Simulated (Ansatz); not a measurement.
# Tl2GeF6 (space group P-3m1, No. 164; a cell from a computed database, its experimental status unchecked)

Space group P-3m1 (No. 164); a = 5.821 Å, b = 5.821 Å, c = 4.883 Å, α = 90.00°, β = 90.00°, γ = 120.00°

| atom | site | symmetry | x | y | z |
|---|---|---|---|---|---|
| Tl | 2d | 3m. | 0.3333 | 0.6667 | 0.2928 |
| Ge | 1a | -3m. | 0.0000 | 0.0000 | 0.0000 |
| F | 6i | .m. | 0.2985 | 0.1493 | 0.2098 |

The values are results of PBEsol (Ansatz, an electronic-structure program; PAW; 420 eV plane waves; no spin-orbit coupling), not measurements. Settings: 7×7×7 k-points, 0.05 eV Fermi–Dirac smearing.

| Quantity | Result |
|---|---|
| Volume per atom | 15.92 Å³ |
| Density | 6.90 g/cm³ |
| Band gap | 4.69 eV (uncertain: the edges found on the path are not clean extrema) |
| Total energy | -3516.762 eV/atom (σ→0; compares only within this code and set-up) |

Spin-orbit coupling, missing from the scalar runs, can matter with Tl. No phonon test of stability was made.
